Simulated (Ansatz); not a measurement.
**CsPbCl3, response to strain**

Consider CsPbCl3 in the cubic perovskite structure (space group Pm-3m, No. 221).

```xyz
5
Lattice="5.5209 0.0000 0.0000 0.0000 5.5209 0.0000 0.0000 0.0000 5.5209" Properties=species:S:1:pos:R:3 pbc="T T T"
Cs     0.0000     0.0000     0.0000
Pb     2.7604     2.7604     2.7604
Cl     2.7604     0.0000     2.7604
Cl     0.0000     2.7604     2.7604
Cl     2.7604     2.7604     0.0000
```

Cartesian axes are those of the cell as printed.

Strains are applied to the cell and any free atomic positions relax.

Method: LDA in Ansatz (plane waves to 420 eV, PAW, without spin-orbit coupling).

Candidates:
(a) uniaxial strain ε_zz = +1.20 %
(b) uniaxial strain ε_zz = +1.80 %
(c) uniaxial strain ε_zz = +0.60 %

Notes on the quantities. energy relative to the base: free energy F.

Q: Order them by energy relative to the base, lowest first.

A: (c) uniaxial strain ε_zz = +0.60 % (+0.3 meV/atom), (a) uniaxial strain ε_zz = +1.20 % (+1.0 meV/atom), (b) uniaxial strain ε_zz = +1.80 % (+2.2 meV/atom)

Whether these cells are dynamically stable was not tested. Many cubic perovskites are stable only at high temperature; tilts and polar distortions were not tested. This is not the structure that CsPbCl3 has at room temperature and ambient pressure.

Ansatz is a program for electronic structure.
